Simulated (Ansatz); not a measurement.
We consider NaH (Fm-3m, No. 225, 2 atoms in the cell; start COD 9008680), described by G0W0@PBEsol in Ansatz (hard PAW, contour deformation).

The same calculation (at a fixed cell, not relaxed at this level and not confirmed as the measured one, 14.527 Å³/atom) with different numerical settings; throughout: response cutoff 100 eV, empty bands 121:

```csv
run,k mesh,quasiparticle gap on the mesh (eV),quasiparticle gap at Γ (eV),rough time
1,4×4×4,5.668,15.669,10 core-s
2,6×6×6,5.719,15.662,70 core-s
3,8×8×8,5.675,15.662,10 core-min
4,12×12×12,5.674,15.639,100 core-min
```

In the column quasiparticle gap at Γ (eV) the first row differs from the last by +0.030 and the next to last by +0.023.

The last row is no converged limit: other settings stay fixed.

Ansatz is a program for electronic structure.
